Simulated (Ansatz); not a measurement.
Electronic density of states of amorphous Sn₁₂Sb₁₂Se₃₆, density 5.66 g/cm³, on a 2×2×2 Γ-centred mesh with a Gaussian width of 0.1 eV; energies count from the Fermi level. Cell and mesh are small, so fine structure isn't converged. Level of theory: PBE-D3(BJ), scalar-relativistic without spin-orbit coupling, PAW (Ansatz default set, large-core Se) (plane waves to 420 eV; Ansatz, a program for electronic structure). Sampling: a 2×2×2 Γ-centred mesh; Fermi-Dirac width 0.05 eV; no spin polarisation. The levels at the Fermi energy are partly filled. A closed spacing in one fast-quenched cell at PBE doesn't show the material to be a metal.

Preparation: random packing, a CHGNet melt and quench, and a DFT relaxation. The hot cell started wider than the set density and was brought back towards it in steps. It is the lowest in DFT energy of 3 quenches. It is a model cell: composition and starting density were chosen by hand, and all elements were melted together. The geometry includes D3(BJ) dispersion. Its density started from a set value of 5.29 and ended at 5.66 g/cm³. Cooling (nominally 79 K/ps over its main leg) ran many orders faster than in experiment, which tends to leave more defects and strain. A cell of this size samples the disorder only roughly. Volume and shape were free in the relaxation. On a 2×2×2 Γ-centred mesh force components of up to 0.14 eV/Å stay, since the relaxation ran on one k-point at (1/4, 1/4, 1/4).

(E - EF (eV), states/(eV atom)): (-12.00, 0.01); (-11.90, 0.07); (-11.80, 0.17); (-11.70, 0.08); (-11.60, 0.01); (-11.50, 0.00); (-11.40, 0.00); (-11.30, 0.00); (-11.20, 0.00); (-11.10, 0.00); (-11.00, 0.00); (-10.90, 0.00); (-10.80, 0.00); (-10.70, 0.00); (-10.60, 0.00); (-10.50, 0.00); (-10.40, 0.00); (-10.30, 0.00); (-10.20, 0.00); (-10.10, 0.00); (-10.00, 0.00); (-9.90, 0.00); (-9.80, 0.00); (-9.70, 0.02); (-9.60, 0.14); (-9.50, 0.27); (-9.40, 0.30); (-9.30, 0.38); (-9.20, 0.38); (-9.10, 0.33); (-9.00, 0.36); (-8.90, 0.40); (-8.80, 0.35); (-8.70, 0.31); (-8.60, 0.28); (-8.50, 0.19); (-8.40, 0.17); (-8.30, 0.10); (-8.20, 0.02); (-8.10, 0.00); (-8.00, 0.00); (-7.90, 0.00); (-7.80, 0.03); (-7.70, 0.16); (-7.60, 0.34); (-7.50, 0.39); (-7.40, 0.28); (-7.30, 0.25); (-7.20, 0.31); (-7.10, 0.30); (-7.00, 0.27); (-6.90, 0.21); (-6.80, 0.19); (-6.70, 0.24); (-6.60, 0.28); (-6.50, 0.30); (-6.40, 0.21); (-6.30, 0.14); (-6.20, 0.07); (-6.10, 0.01); (-6.00, 0.00); (-5.90, 0.00); (-5.80, 0.00); (-5.70, 0.00); (-5.60, 0.00); (-5.50, 0.00); (-5.40, 0.03); (-5.30, 0.18); (-5.20, 0.39); (-5.10, 0.51); (-5.00, 0.51); (-4.90, 0.47); (-4.80, 0.48); (-4.70, 0.53); (-4.60, 0.60); (-4.50, 0.64); (-4.40, 0.68); (-4.30, 0.65); (-4.20, 0.60); (-4.10, 0.57); (-4.00, 0.61); (-3.90, 0.66); (-3.80, 0.63); (-3.70, 0.68); (-3.60, 0.68); (-3.50, 0.68); (-3.40, 0.62); (-3.30, 0.64); (-3.20, 0.67); (-3.10, 0.67); (-3.00, 0.71); (-2.90, 0.75); (-2.80, 0.69); (-2.70, 0.68); (-2.60, 0.73); (-2.50, 0.75); (-2.40, 0.72); (-2.30, 0.81); (-2.20, 0.82); (-2.10, 0.81); (-2.00, 0.80); (-1.90, 0.78); (-1.80, 0.76); (-1.70, 0.83); (-1.60, 0.85); (-1.50, 0.85); (-1.40, 0.90); (-1.30, 0.90); (-1.20, 0.79); (-1.10, 0.74); (-1.00, 0.75); (-0.90, 0.70); (-0.80, 0.62); (-0.70, 0.56); (-0.60, 0.54); (-0.50, 0.57); (-0.40, 0.45); (-0.30, 0.29); (-0.20, 0.17); (-0.10, 0.18); (0.00, 0.19); (0.10, 0.17); (0.20, 0.20); (0.30, 0.23); (0.40, 0.19); (0.50, 0.12); (0.60, 0.14); (0.70, 0.22); (0.80, 0.26); (0.90, 0.31); (1.00, 0.30); (1.10, 0.31); (1.20, 0.38); (1.30, 0.47); (1.40, 0.52); (1.50, 0.55); (1.60, 0.53); (1.70, 0.54); (1.80, 0.65); (1.90, 0.65); (2.00, 0.68); (2.10, 0.69); (2.20, 0.60); (2.30, 0.63); (2.40, 0.69); (2.50, 0.68); (2.60, 0.70); (2.70, 0.71); (2.80, 0.69)
